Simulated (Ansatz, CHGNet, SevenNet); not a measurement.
# How the lattice parameter c of GeSb2Te4 (model structure, started from the GeSb2Te4 type, R-3m, No. 166, 7 atoms in the cell) moves with the method

No measured value is used here.

```
level (code)     value (Å)
---------------  ---------
CHGNet 0.3.0        44.733
CHGNet-r²SCAN       44.258
SevenNet-0          42.477
LDA (Ansatz)        39.740
PBE (Ansatz)        42.167
PBEsol (Ansatz)          …
r²SCAN (Ansatz)          …
```

Task: Complete the blanks.

Result: 
- PBEsol (Ansatz, a program for electronic structure), value (Å): 40.211
- r²SCAN (Ansatz), value (Å): 42.331

Cutoffs differ between the levels. Ansatz's density-functional and Hartree–Fock values are scalar-relativistic unless marked +SOC, with PAW data made under PBE.

Machine-learned potentials (CHGNet 0.3.0, CHGNet-r²SCAN, SevenNet-0) are trained on DFT data: a solid inside that data is no test of them.

A model structure was made by putting elements into a prototype or built by hand; it is no filed structure, need not be a known phase, and can be a saddle point held by its symmetry.
